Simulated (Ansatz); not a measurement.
Effect of isotropic strain +3.00 % on TiC

Base system: TiC in the rock salt structure (space group Fm-3m, No. 225; a = 4.293 Å; relaxed with 0.1 eV smearing).

Modification: the cell is scaled by 1.0300 in all directions, atoms relaxed at fixed cell.

All numbers come from PBEsol, PAW, 420 eV (Ansatz, a quantum-chemistry and plane-wave program; scalar-relativistic without spin-orbit coupling). Γ-centred 23×23×23 mesh, Fermi–Dirac width 0.1 eV.

```csv
quantity,base,changed,shift
volume per atom,9.89 Å³,10.81 Å³,+0.92 Å³
space group,Fm-3m (No. 225),Fm-3m (No. 225),–
shortest interatomic distance,2.147 Å,2.211 Å,+0.064 Å
energy relative to the base (free energy F),0 meV/atom,+61 meV/atom,+61 meV/atom
pressure,0.0 GPa,-19.8 GPa,-19.8 GPa
band gap,zero,zero,–
```

Stability against distortions was not tested. The final runs are not spin-polarised.
